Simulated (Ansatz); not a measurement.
The reference is a 12-atom supercell of MoS2 in the 2H-MoS2 type structure (space group P6_3/mmc, No. 194; a = 3.149 Å, c = 12.091 Å; layered, stacked along the Cartesian z axis) at its relaxed geometry.

Method: Kohn–Sham DFT with the PBE-D3(BJ) functional, run in Ansatz (a first-principles code) with PAW and 420 eV plane waves, no spin-orbit coupling, earlier PAW set.

Before the change:

The pressure is 0.0 GPa.

The change: one H atom is added in an open site, starting 2.33 Å from the nearest host atom, atoms relaxed at fixed cell, starting from a slightly rattled geometry.

Task: Predict the new pressure, final site of the added atom and largest displacement of a host atom from its site in the perfect cell.

Result: The pressure goes from zero to 0.4 GPa; the final site of the added atom amounts to 1 S at 1.44 Å; the largest displacement of a host atom from its site in the perfect cell is 0.09 Å.

The magnetic state is the one reached from the starting moments; the real material's order can differ, and small cells can't hold many antiferromagnetic ones. The cell is small, so the values are those of an ordered compound at a high defect concentration; dilute-limit values will differ. A case with no gap was solved on a k-mesh chosen for an insulator, which is coarse for it. Starting moments died away, wholly or in part, for H interstitial (started 2.33 Å from the nearest host atom); another magnetic solution may exist. The defect cell is spin-polarised and ends with 0.0 μB.
